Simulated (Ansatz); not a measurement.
AlAs (F-43m): band-edge transport data

Input:

```yaml
crystal:
  lattice:
    - [0.00000, 2.81268, 2.81268]
    - [2.81268, 0.00000, 2.81268]
    - [2.81268, 2.81268, 0.00000]
  atoms:
    - { symbol: Al, position: [0.00000, 0.00000, 0.00000] }
    - { symbol: As, position: [0.75000, 0.75000, 0.75000] }
```

The numbers are results of PBEsol with spin-orbit coupling, rigid bands (plane waves, PAW; Ansatz, a first-principles code), not measurements. Condition of this run: hydrostatic pressure 2 GPa (the target of the relaxation). How the cell was made: cell and atoms relaxed with PBEsol, then loaded as said.

```yaml
band_gap: 1.20 eV
electron conductivity mass (300 K, dilute): 0.32 mₑ
hole conductivity mass (300 K, dilute): 0.58 mₑ
effective density of states N_c (300 K): 1.7e19 cm⁻³
effective density of states N_v (300 K): 2.3e19 cm⁻³
density_of_states_mass_electrons: 0.77 mₑ
density_of_states_mass_holes: 0.96 mₑ
Seebeck coefficient, n-type 1e19 cm⁻³, 300 K: -260 μV/K
best n-type power factor at 300 K for τ = 10 fs (best axis; densities from 1e16 to 1e21 cm⁻³ tried, whether or not they can be reached): 7.9 μW/(cm·K²) at 3e19 cm⁻³
Seebeck coefficient, p-type 1e19 cm⁻³, 300 K: 303 μV/K
```

Rigid bands; masses and Seebeck coefficients take one relaxation time τ for all states and one kind of carrier; polarons and phonon drag are left out.
